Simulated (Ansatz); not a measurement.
Consider the energy of the reaction as written. Reaction: 8 C (graphite) + 1/2 O2 (gas) → cell A. A negative value means that the right-hand side lies lower.

Cell A: a layer of C (graphite, P6₃/mmc), 9 atoms, hexagonal cell of 4.93 Å (21.0 Å²), symmetry Cmm2 within 0.02 Å, 1.5 Å thick under 16 Å of vacuum, in-plane vectors held at the crystal's; planes from bottom to top: C8 | O, its two faces unlike (dipole correction applied); added, foreign or displaced atoms, above the top plane: O bound to 2 C at 1.46 Å; spin state with PBE: run without spin, k-point mesh 7×7×1.
```
CELL_PARAMETERS angstrom
      4.92992     0.00000     0.00000
     -2.46496     4.26944     0.00000
      0.00000     0.00000    17.04347
ATOMIC_POSITIONS crystal
  C  0.99348 0.99674 0.47632
  C  0.33985 0.16992 0.47632
  C  0.99931 0.49965 0.46453
  C  0.33402 0.66701 0.46453
  C  0.50507 0.99881 0.46339
  C  0.82827 0.16786 0.46339
  C  0.50507 0.50626 0.46339
  C  0.82827 0.66041 0.46339
  O  0.16667 0.08333 0.55045
```

Reference: C (graphite, P6₃/mmc), 16 atoms in the cell, the relaxed perfect crystal repeated, atoms not moved again, k-point mesh 7×7×4 on the run's own vectors.

Reference: an isolated O2 molecule (triplet) in a box of 11 × 11 × 13 Å.

All numbers come from Ansatz (a quantum-chemistry and plane-wave program), plane waves with PAW, its PAW set soft_1, cutoff 420 eV, 500 eV for r2SCAN. The structures are at rest with PBE+D3(BJ), within the held lattices; other levels are single points on them. HSE06 runs on coarser k-point meshes, mended by the PBE difference between the two meshes. Neutral cells; Fermi-Dirac smearing of at most 0.05 eV in the solids, energies taken to zero width. The lattices are those relaxed with PBE+D3(BJ), so at other levels the solids can be strained, which adds to the spread. A dispersion term (D3(BJ), or D4 for r2SCAN) was computed beside these levels and is taken off wherever the name lacks it. Space groups of crystals are read within 0.01 Å. Nuclei at rest; no vibrational terms. No structure search was made; lower ones may exist. No correction for cell size. Cell A has symmetry Cmm2 within 0.02 Å and got no random move, so less symmetric positions, which may lie lower, weren't tried.

**Question.** What value does PBE give?

**Answer.** 0.99 eV, for 8 C (graphite) + 1/2 O2 (gas) → cell A.

**Question.** How does the value move with the functional?

**Answer.** 
```
Level       value (eV)  less PBE
----------  ----------  --------
PBE+D3(BJ)        1.47      0.48
r2SCAN            1.27      0.28
r2SCAN+D4         1.55      0.56
HSE06             1.11      0.12
```

The levels shown span 0.56 eV, from PBE (0.99) to r2SCAN+D4 (1.55).
